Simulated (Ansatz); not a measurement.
A series of runs on LiMnF₄ (C2/m, 12 atoms in the cell)

```xyz
12
Lattice="6.2134 -2.1296 0.0000 6.2134 2.1296 0.0000 -1.7753 0.0000 6.3543" Properties=species:S:1:pos:R:3 pbc="T T T"
Li     0.7976     0.0000     1.4005
Li     9.8540     0.0000     4.9538
Mn     1.0795     0.0000     5.1073
Mn     9.5721     0.0000     1.2470
F     -0.7354     0.0000     5.5076
F     11.3870     0.0000     0.8468
F      0.8040     0.0000     3.3004
F      9.8476     0.0000     3.0539
F      7.5580     0.0000     5.5977
F      3.0935     0.0000     0.7566
F      7.7231     0.0000     1.4068
F      2.9285     0.0000     4.9476
```
Moments meant for the start (each program seeds them in its own way; μB, in the order of the atoms Li Li Mn Mn F F F F F F F F): 0.0 0.0 4.0 4.0 0.0 0.0 0.0 0.0 0.0 0.0 0.0 0.0.

Base run A: PBEsol, default PAW files made with PBE (Ansatz, a program for electronic structure), self-consistent single point.

Its settings: basis.ecutwfc = 420 eV; kpoints.mp_grid.grid = 3 3 2; hamiltonian.xc = pbesol; hamiltonian.pseudopotentials = {kind: paw} (the program's default PAW files); magnetization.spin_polarized = true; scf.occupations.method = gaussian; scf.occupations.width = 0.01 eV.

The starting cell comes from a database of computed structures (which also holds hypothetical and non-ambient phases and stackings), without a prior relaxation at this level. The magnetic order is the one reached from the typed start; others were not searched systematically. In the base run, with a pressure of about -5 GPa the cell is away from its equilibrium volume at this level. Ansatz's pressure includes its estimate of the finite-basis (Pulay) stress.

ΔF is the free energy per atom less that of run A. 

The first pressure column holds Ansatz's estimate of the finite-basis (Pulay) stress, which hides part of the cutoff error; the other is without it.

In some runs the Pulay estimate is large (up to 130 GPa), a sign of a cutoff far from converged.

Run A gave: pressure (GPa) -4.59; largest force (eV/Å) 0.786; gap on the mesh (eV) 1.128; size of the net moment (μB/atom) 0.67; pressure at a fixed set of plane waves (GPa) -5.23.

Runs:
- B: lattice scaled by 0.97
- C: lattice scaled by 0.97; basis.ecutwfc: 420 eV → 250 eV
- D: lattice scaled by 0.985
- E: lattice scaled by 0.985; basis.ecutwfc: 420 eV → 250 eV
- F: lattice scaled by 1.015
- G: lattice scaled by 1.015; basis.ecutwfc: 420 eV → 250 eV
- H: lattice scaled by 1.03
- I: lattice scaled by 1.03; basis.ecutwfc: 420 eV → 250 eV
- J: basis.ecutwfc: 420 eV → 250 eV

### Question
What does run F change against A?

### Answer
The free energy goes up by 23.8 meV/atom, the pressure goes from -4.59 to -7.26 GPa, the largest force goes from 0.786 to 1.218 eV/Å, the gap on the mesh goes from 1.128 to 1.070 eV and the size of the net moment stays at 0.67 μB/atom.

### Question
What does run G change against A?

### Answer
The free energy rises by 2.19 eV/atom, the pressure goes from -4.59 to -9.26 GPa, the largest force goes from 0.786 to 1.710 eV/Å, the gap on the mesh hardly changes (1.128 to 1.126 eV) and the size of the net moment stays at 0.67 μB/atom.

| run | ΔF (meV/atom) | pressure (GPa) | largest force (eV/Å) | gap on the mesh (eV) | size of the net moment (μB/atom) | pressure at a fixed set of plane waves (GPa) |
|---|---|---|---|---|---|---|
| A | 0.00 | -4.59 | 0.786 | 1.128 | 0.67 | -5.23 |
| B | -8.5 | 3.04 | 0.355 | 1.258 | 0.67 | 2.38 |
| C | 2140.9 | 2.30 | 0.494 | 1.338 | 0.67 | -127.35 |
| D | -11.6 | -1.21 | 0.308 | 1.190 | 0.67 | -1.86 |
| E | 2138.8 | -1.65 | 0.507 | 1.247 | 0.67 | -125.77 |
| F | 23.8 | -7.26 | 1.218 | 1.070 | 0.67 | -7.86 |
| G | 2188.0 | -9.26 | 1.710 | 1.126 | 0.67 | -121.81 |
| H | 58.3 | -9.35 | 1.587 | 1.017 | 0.67 | -9.93 |
| I | 2229.5 | -11.36 | 2.145 | 1.052 | 0.67 | -119.25 |
| J | 2135.9 | -6.27 | 1.125 | 1.154 | 0.67 | -123.07 |

Keys are those of Ansatz 0.2.
